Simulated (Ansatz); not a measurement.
# TiN: pressure 22.5 GPa

Take TiN in the rock salt structure (space group Fm-3m, No. 225; a = 4.2325 Å) as the base.

Modification: cell and atoms relaxed at a pressure of 22.5 GPa.

Computed with Ansatz (a quantum-chemistry and plane-wave program), r2SCAN, PAW, cutoff 500 eV, no spin-orbit coupling. Γ-centred 19×19×19 mesh, Fermi–Dirac width 0.05 eV.

```tsv
quantity	base	changed	shift
volume per atom	9.48 Å³	8.87 Å³	-0.61 Å³
density	5.42 g/cm³	5.79 g/cm³	+0.37 g/cm³
lattice parameter a	7.998 bohr	7.824 bohr	-0.1746 bohr
shortest interatomic distance	3.999 bohr	3.912 bohr	-0.087 bohr
enthalpy H = E + PV relative to the base's energy	–	+1.29 eV/atom	–
band gap	zero	zero	–
```

Load acts through the strain it causes; cell and atoms are relaxed under it. Whether these cells are dynamically stable was not tested. No other phases were tried under pressure. All final runs are without spin polarisation. An odd electron count without spin: TiN.
